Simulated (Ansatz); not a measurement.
Consider SiS₂ (space group Ibam, No. 72; made of chains).

```xyz
6
Lattice="-3.1829 5.5635 2.7964 3.1829 -5.5635 2.7964 3.1829 5.5635 -2.7964" Properties=species:S:1:pos:R:3 pbc="T T T"
S      2.0274     4.4107     2.7964
S      1.1555    -1.1528     2.7964
S      2.0274     6.7162     0.0000
S      1.1555     1.1528     0.0000
Si     0.0000     0.0000     4.1945
Si     0.0000     0.0000     1.3982
```

Method: PBE (Ansatz, an electronic-structure program), no spin-orbit coupling.

For the base:

| Property | Result |
|---|---|
| Band gap | 3.10 eV |
| Density | 1.55 g/cm³ |
| Smallest direct gap | 3.42 eV |
| Gap character | indirect, T → G₀–X (25 % along) |

Modification: cell and atoms relaxed at a pressure of 0.3 GPa.

Question: Estimate the effect on the band gap, density, smallest direct gap and gap character.

Answer: The band gap shrinks by 0.144 eV to 2.95 eV; the density grows by 0.22 g/cm³, from 1.55 g/cm³ to 1.77 g/cm³; the smallest direct gap decreases by 0.16 eV, from 3.42 eV to 3.26 eV; the gap character changes from indirect, T → G₀–X (25 % along) to indirect, Σ₀–Γ (22 % along) → G₀–X (25 % along).

Load acts through the strain it causes; cell and atoms are relaxed under it. Whether these cells are dynamically stable was not tested. No dispersion term is included, though the crystal is made of layers, chains or molecules, so its spacings can come out too wide.
